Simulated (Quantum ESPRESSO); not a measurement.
A working Quantum ESPRESSO input for a (001) slab of WSi2 (cut from a parent of space group no. 139; 6 atoms in the cell) (DFT, PBEsol, plane waves, PseudoDojo standard norm-conserving (PBESOL) pseudopotentials):

```fortran
&CONTROL
 calculation = 'scf'
 prefix = 'wsi2'
 outdir = './tmp/'
 pseudo_dir = './'
 verbosity = 'high'
 tprnfor = .true.
 tstress = .true.
/
&SYSTEM
 ibrav = 6
 celldm(1) = 6.12425466
 celldm(3) = 6.9423564929
 nat = 6
 ntyp = 2
 ecutwfc = 75
 occupations = 'smearing'
 smearing = 'cold'
 degauss = 0.0073499
/
&ELECTRONS
 conv_thr = 1e-10
 mixing_beta = 0.4
/
ATOMIC_SPECIES
Si    28.0850  Si.upf
W    183.8400  W.upf
ATOMIC_POSITIONS {crystal}
Si    0.50000000    0.50000000    0.64442700
Si    0.00000000    0.00000000    0.35557300
Si    0.00000000    0.00000000    0.47041900
Si    0.50000000    0.50000000    0.52958100
W     0.00000000    0.00000000    0.58700400
W     0.50000000    0.50000000    0.41299600
K_POINTS {automatic}
7 7 1  0 0 0
```

The run converged in 19 iterations: free energy E − TS -4586.5637 eV; Fermi level (on the code's own zero) 2.68 eV; pressure averaged over the cell with its vacuum -3.34 GPa; largest force (vector length) 0.527 eV/Å. Each of these slips is then made, one at a time:

(1)
```diff
+ nbnd = 21
```

(2)
```diff
- ecutwfc = 75
```

Problem. How does each altered input end?

Solution. 
(1) Too few bands. The program stopped before any SCF iteration.
```
Error in routine setup (1):
too few bands
```

(2) No plane-wave cutoff. The program stopped before any SCF iteration.
```
Error in routine set_cutoff (1):
ecutwfc not set
```

The starting cell has typed, rounded lattice constants, without a prior relaxation at this level. The slab is cut from that crystal, and its faces are unrelaxed. Its lattice was rescaled in the plane by a random factor within 2.5 % of one. Spin polarisation is off.

Left out of this page: 4 runs of the series outside the window shown, repeating another row's setting, or not comparable.
